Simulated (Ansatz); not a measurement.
F on the 1x1 (101) surface of tetragonal HfO2 (a metastable polymorph) (cut with top plane O), one in a 2x1 cell, energies for each (46.0 Å²). Energies are against ½ F2(g), without zero-point or thermal terms; each row is named by its start (#2, #3: further inequivalent places of a kind). No converged result for: 5 more starts.

Host crystal: tetragonal HfO2, with a band gap (PBE, scalar-relativistic without spin-orbit coupling).

Level of theory: PBE (plane waves to 420 eV, PAW; Ansatz, a quantum-chemistry and plane-wave program).

Set-up: 37 atoms, 7.6 Å thick at the start under the adsorbate (thin: gaps and levels are the slab's own); mesh 3x3x1; 0.01 eV smearing; dipole correction on; 16 atoms held, the rest relaxed; each run with such symmetry as its start has; spin-polarised, no spin-orbit, no U, no dispersion correction.

A negative adsorption energy means that the adsorbate is more stable on the surface than in its reference. Starts that drift may end in the same place. Heights count from the host atoms within 0.3 Å of the top one. Moments of ungapped slabs depend on the mesh.

```
starting site                                                                E_ads (eV)  height (Å)  nearest host atom (Å)  bonded to  change of the vacuum step (eV)  lateral drift (Å)  moment (μB)
---------------------------------------------------------------------------  ----------  ----------  ---------------------  ---------  ------------------------------  -----------------  -----------
top O                                                                        (withheld)        0.95                 O 2.13       2 Hf                            0.34                1.7          1.0
top O #2 (the adsorbate broke or entered a bond of the host)                      -1.84        1.38                Hf 1.92         Hf                            0.91                1.9          1.0
hollow Hf-Hf-O-O-O over O at depth 1.8 Å                                          -1.80  (withheld)                Hf 1.91         Hf                            0.89                2.1          1.0
bridge O-O (span 4.0 Å) (the adsorbate broke or entered a bond of the host)       -1.97        1.31                Hf 1.92         Hf                            0.73                0.9          1.0
```

### Question
Complete the blanks.

### Answer

- top O, E_ads (eV): -0.55
- hollow Hf-Hf-O-O-O over O at depth 1.8 Å, height (Å): 1.54
